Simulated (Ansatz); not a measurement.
Levels about the gap of amorphous hafnium silicate (Si$_{12}$Hf$_{8}$O$_{40}$) (60 atoms in a cell of 860 Å³, 4.64 g/cm³; zone centre alone, so wide bands show as single levels with stretches between that a denser mesh fills), at the geometry that PBE relaxed, where it gives 0.0 GPa on a denser mesh. Exact exchange is cut at the faces of this small cell, which leaves a finite-size error. The participation number counts the atoms over which a state spreads; weights are charges in smoothed Voronoi cells. The levels come from a single point, so bond lengths are those of that geometry. Method of the levels: HSE06, scalar-relativistic without spin-orbit coupling (Ansatz, a first-principles code). Sampling: the zone centre alone; Fermi-Dirac width 0.02 eV; no spin polarisation. At PBE the levels at the filled edge of the gap are localised (band-tail or defect states).

A CHGNet melt-quench gave the starting glass, which DFT then relaxed. O atoms were pushed apart under 1.9 Å during the dynamics, to hinder bonds among them. The hot cell started wider than the set density and was brought back towards it in steps. It is the lowest in DFT energy of 2 quenches. It is a model cell: composition and starting density were chosen by hand, and all elements were melted together. No dispersion term was used. Its density started from a set value of 4.85 and ended at 4.64 g/cm³. The quench (nominally 310 K/ps over its main leg) was far faster than any real one, so the model tends to hold more defects than a real film. One small periodic cell is one sample of the glass; other quenches scatter about these values. Volume and shape were free in the relaxation.

```csv
"E - E(highest filled), eV",filling,participation number,largest on,weight O,weight Hf,weight Si
-0.36,filled,26.7,"O, 2 neighbours",0.96,0.02,0.02
-0.33,filled,15.4,"O, 2 neighbours",0.96,0.02,0.02
-0.28,filled,16.2,"O, 2 neighbours",0.96,0.02,0.02
-0.28,filled,16.0,"O, 2 neighbours",0.96,0.02,0.03
-0.22,filled,17.7,"O, 2 neighbours",0.96,0.02,0.03
-0.14,filled,11.1,"O, 2 neighbours",0.96,0.02,0.02
0.00,filled,10.7,"O, 2 neighbours",0.96,0.02,0.02
6.26,empty,17.4,"Hf, 5 neighbours",0.59,0.35,0.05
6.51,empty,8.0,"Hf, 6 neighbours",0.40,0.58,0.02
6.73,empty,4.8,"Hf, 6 neighbours",0.35,0.60,0.05
6.87,empty,3.7,"Hf, 6 neighbours",0.35,0.62,0.03
6.99,empty,19.9,"Hf, 6 neighbours",0.43,0.53,0.05
7.12,empty,9.8,"Hf, 7 neighbours",0.35,0.63,0.02
7.18,empty,15.9,"Hf, 7 neighbours",0.37,0.60,0.03
```

Most localised among these is the empty level at +6.87 eV, on a Hf atom, which has 6 neighbours (O 1.95 Å, O 1.99 Å, O 2.06 Å, O 2.15 Å, O 2.30 Å, O 2.58 Å).
